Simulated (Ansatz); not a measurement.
We look at the formation energy of O_i in Ti (hcp, P6₃/mmc). Reaction: 36 Ti (hcp) + 1/2 O2 (gas) → cell A.

Cell A: a supercell of 36 sites of Ti (hcp, P6₃/mmc) with O off the lattice sites (6 Ti at 2.08 Å); spin state with PBE: run without spin, k-point mesh 5×5×4.
```yaml
crystal:
  lattice:
    - [8.81874, 0.00000, 0.00000]
    - [-4.40937, 7.63725, 0.00000]
    - [0.00000, 0.00000, 9.30730]
  atoms:
    - { symbol: Ti, position: [0.99955, 0.99978, 0.99596] }
    - { symbol: Ti, position: [0.11089, 0.22245, 0.25404] }
    - { symbol: Ti, position: [0.99849, 0.99924, 0.49962] }
    - { symbol: Ti, position: [0.11035, 0.22298, 0.75038] }
    - { symbol: Ti, position: [0.99909, 0.33424, 0.99766] }
    - { symbol: Ti, position: [0.11041, 0.55520, 0.25090] }
    - { symbol: Ti, position: [0.99937, 0.33396, 0.50029] }
    - { symbol: Ti, position: [0.11164, 0.55582, 0.74970] }
    - { symbol: Ti, position: [0.99909, 0.66484, 0.99766] }
    - { symbol: Ti, position: [0.11089, 0.88844, 0.25404] }
    - { symbol: Ti, position: [0.99937, 0.66541, 0.50029] }
    - { symbol: Ti, position: [0.11035, 0.88737, 0.75038] }
    - { symbol: Ti, position: [0.33356, 0.99978, 0.99596] }
    - { symbol: Ti, position: [0.44489, 0.22245, 0.25404] }
    - { symbol: Ti, position: [0.33409, 0.99924, 0.49962] }
    - { symbol: Ti, position: [0.44596, 0.22298, 0.75038] }
    - { symbol: Ti, position: [0.33356, 0.33378, 0.99596] }
    - { symbol: Ti, position: [0.44536, 0.55738, 0.25234] }
    - { symbol: Ti, position: [0.33409, 0.33485, 0.49962] }
    - { symbol: Ti, position: [0.44507, 0.55681, 0.74971] }
    - { symbol: Ti, position: [0.33404, 0.66702, 0.99910] }
    - { symbol: Ti, position: [0.44536, 0.88798, 0.25234] }
    - { symbol: Ti, position: [0.33280, 0.66640, 0.50030] }
    - { symbol: Ti, position: [0.44507, 0.88826, 0.74971] }
    - { symbol: Ti, position: [0.66631, 0.99930, 0.99910] }
    - { symbol: Ti, position: [0.77813, 0.22293, 0.25090] }
    - { symbol: Ti, position: [0.66693, 0.00053, 0.50030] }
    - { symbol: Ti, position: [0.77751, 0.22169, 0.74970] }
    - { symbol: Ti, position: [0.66849, 0.33424, 0.99766] }
    - { symbol: Ti, position: [0.77813, 0.55520, 0.25090] }
    - { symbol: Ti, position: [0.66792, 0.33396, 0.50029] }
    - { symbol: Ti, position: [0.77751, 0.55582, 0.74970] }
    - { symbol: Ti, position: [0.66631, 0.66702, 0.99910] }
    - { symbol: Ti, position: [0.77596, 0.88798, 0.25234] }
    - { symbol: Ti, position: [0.66693, 0.66640, 0.50030] }
    - { symbol: Ti, position: [0.77652, 0.88826, 0.74971] }
    - { symbol: O, position: [0.22222, 0.11111, 0.12500] }
```

Reference: Ti (hcp, P6₃/mmc), 36 atoms in the cell, the relaxed perfect crystal repeated, atoms not moved again; spin state with PBE: run without spin, k-point mesh 5×5×4 on the run's own vectors.

Reference: an isolated O2 molecule (triplet) in a box of 11 × 11 × 13 Å.

Plane-wave PAW calculations with Ansatz (a quantum-chemistry and plane-wave program), its PAW set soft_1, cutoff 420 eV. The structures are at rest with PBE, within the held lattices. Neutral cells; Fermi-Dirac smearing of at most 0.10 eV in the solids, energies taken to zero width. Larger cells are relaxed from a start prepared with the learned potential CHGNet, on a coarser mesh till forces fall under 0.03 eV/Å, which some starts already meet. A dispersion term (D3(BJ), or D4 for r2SCAN) was computed beside these levels and is taken off wherever the name lacks it. Space groups of crystals are read within 0.01 Å. Nuclei at rest; no vibrational terms. No structure search was made; lower ones may exist. Values are for these cell sizes. Mesh and cell size may move defect energies by 0.1 eV or more. Cell A has symmetry P-3m1 within 0.02 Å and got no random move, so less symmetric positions, which may lie lower, weren't tried.

Task: What value does PBE give?

Result: -5.54 eV, for 36 Ti (hcp) + 1/2 O2 (gas) → cell A.
